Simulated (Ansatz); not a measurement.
# H on the 1x1 (101) surface of anatase TiO2 (cut with top plane O), one in a 2x1 cell, started at the site 'over Ti at depth 1.4 Å'

Host crystal: anatase TiO2, with a band gap (PBE, scalar-relativistic without spin-orbit coupling).

The numbers are results of r2SCAN, at the PBE geometry and the start's symmetry (plane waves to 500 eV, PAW; Ansatz, a first-principles code), not measurements.

Model: 37-atom slab, 9.4 Å thick at the start under the adsorbate (thin: gaps and levels are the slab's own), 3x4x1 mesh, Fermi-Dirac 0.01 eV, dipole correction, single point; no symmetry held, on the structure that PBE left; spin-polarised, ending with about 0.5 μB a cell, a value that depends on the mesh; orders that need a larger cell were not tried, no spin-orbit, no U, no dispersion correction. The slab shows no gap over 0.04 eV on its mesh. The program's check for a lower electronic state was not made. At the end it is bonded to O. In PBE it is, or lies within 0.03 eV of, the lowest of the starts that converged; the order may differ at this level.

```json
{
  "adsorption energy against ½ H2(g) at the same level": "5.7 kcal/mol",
  "work_function_of_the_top_face": "3.82 eV",
  "change_of_the_step_from_the_bottom_to_the_top_vacuum_level_against_the_clean_slab": "-1.01 eV",
  "height of the binding atom over the mean of the host atoms within 0.3 Å of the top one": "0.939 bohr",
  "nearest_host_atoms_of_the_binding_atom": "O at 0.97 Å, Ti at 2.55 Å, O at 2.57 Å",
  "note": "in the relaxation the adsorbate left its starting site by 1.5 Å",
  "cost": "roughly 40 core-minutes"
}
```

A negative adsorption energy means that the adsorbate is more stable on the surface than in its reference.
